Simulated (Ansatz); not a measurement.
# InP: point defects

Consider an 8-atom supercell of InP in the zinc blende structure (space group F-43m, No. 216) at its relaxed geometry.

```
CELL_PARAMETERS angstrom
     -5.90701     0.00000     0.00000
      0.00000     0.00000     5.90701
      0.00000     5.90701     0.00000
ATOMIC_POSITIONS crystal
  P  0.25000 0.75000 0.75000
  P  0.75000 0.75000 0.25000
  P  0.75000 0.25000 0.75000
  P  0.25000 0.25000 0.25000
  In 0.00000 0.00000 0.00000
  In 0.50000 0.00000 0.50000
  In 0.50000 0.50000 0.00000
  In 0.00000 0.50000 0.50000
```

One neutral defect a cell, atoms relaxed at fixed cell.

Level of theory: r2SCAN, PAW, 500 eV (Ansatz, a first-principles code; no spin-orbit coupling).

| change | pressure | largest displacement of a host atom from its site in the perfect cell |
|---|---|---|
| perfect supercell | 0.0 GPa | – |
| Rh on a P site | [?] | [?] |
| In interstitial (started 2.41 Å from the nearest host atom) | [?] | [?] |
| P interstitial (started 2.56 Å from the nearest host atom), symmetric start | 7.0 GPa | 0.00 Å |
| P vacancy, symmetric start | -2.5 GPa | 0.09 Å |
| Ir on a In site, symmetric start | -4.5 GPa | 0.27 Å |

Problem. Some entries are withheld; estimate them.

Solution. 
- Rh on a P site, pressure: 0.9 GPa
- Rh on a P site, largest displacement of a host atom from its site in the perfect cell: 0.05 Å
- In interstitial (started 2.41 Å from the nearest host atom), pressure: 12.3 GPa
- In interstitial (started 2.41 Å from the nearest host atom), largest displacement of a host atom from its site in the perfect cell: 0.11 Å

The magnetic state is the one reached from the starting moments; the real material's order can differ, and small cells can't hold many antiferromagnetic ones. The cell is small, so the values are those of an ordered compound at a high defect concentration; dilute-limit values will differ. A case with no gap was solved on a k-mesh chosen for an insulator, which is coarse for it. Defects with a symmetric start kept the site's symmetry and may sit on a saddle; the others started slightly shaken. Starting moments died away, wholly or in part, for Rh on a P site, In interstitial (started 2.41 Å from the nearest host atom), P vacancy and Ir on a In site; another magnetic solution may exist.
